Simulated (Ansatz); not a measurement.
## BAs (model structure, started from the BN type, Pm-3n, No. 223, 12 atoms in the cell): lattice constant a by level of theory

No measured value is used here.

| level (code) | value (Å) |
|---|---|
| LDA (Ansatz) | 5.829 |
| PBE (Ansatz) | 5.922 |
| PBE-D3(BJ) (Ansatz) | [?] |

Task: Complete the blanks.

Result: 
- PBE-D3(BJ) (Ansatz, a quantum-chemistry and plane-wave program), value (Å): 5.874

Ansatz's density-functional and Hartree–Fock values are scalar-relativistic unless marked +SOC, with PAW data made under PBE.

A model structure was made by putting elements into a prototype or built by hand; it is no filed structure, need not be a known phase, and can be a saddle point held by its symmetry.
